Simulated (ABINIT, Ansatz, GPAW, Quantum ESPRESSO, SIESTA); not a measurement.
# One structure in several programs: Sc (P6_3/mmc, 2 atoms in the cell)

Self-consistent single point.

```xyz
2
Lattice="1.6550 -2.8665 0.0000 1.6550 2.8665 0.0000 0.0000 0.0000 5.2700" Properties=species:S:1:pos:R:3 pbc="T T T"
Sc     1.6550     0.9555     1.3175
Sc     1.6550    -0.9555     3.9525
```

Shared settings, as Ansatz (an electronic-structure program) writes them: kpoints.mp_grid.grid = 4 4 3; scf.occupations.method = fermi_dirac; scf.occupations.width = 0.1 eV. Potentials and cutoffs stand in the table.

```
code                                                                                                                                model  pressure (GPa)       cutoff
----------------  -----------------------------------------------------------------------------------------------------------------------  --------------  -----------
Quantum ESPRESSO                                                          PBE, PseudoDojo standard norm-conserving (PBE) pseudopotentials           -0.16        80 Ry
Ansatz                                                                                                             PBE, default PAW files           -0.18      default
ABINIT                                                           PBE, norm-conserving pseudopotentials (PseudoDojo nc-sr-05 PBE standard)           -0.17        39 Ha
GPAW                                                                                         PBE, GPAW PAW datasets PBE (gpaw-data 1.0.1)           -0.25       850 eV
SIESTA            GGA PBE, numerical atomic orbitals TZP, PseudoDojo PBE standard norm-conserving potentials (rewritten from UPF to PSML)           -0.67  grid 400 Ry
```

The spread over the programs that give each value: pressure within 0.51 GPa.

SIESTA uses small atom-centred bases, whose incompleteness enters pressures, forces and empty levels differently from a plane-wave cutoff. Ansatz's pressure is given at a fixed set of plane waves, as the other plane-wave codes print theirs.

On the base mesh (11 11 6) the same programs gave: Ansatz pressure -0.57 GPa; Quantum ESPRESSO pressure -0.55 GPa; ABINIT pressure -0.56 GPa; GPAW pressure -0.63 GPa; SIESTA pressure -1.11 GPa.

The values differ from the base mesh's, so the mesh still matters here: the table compares the programs at equal settings.

The starting cell has typed, rounded lattice constants, without a prior relaxation at this level.

Left out of this page: CP2K (on another mesh); Elk and FLEUR (not drawn, or without a comparable value).

Keys are those of Ansatz 0.2.
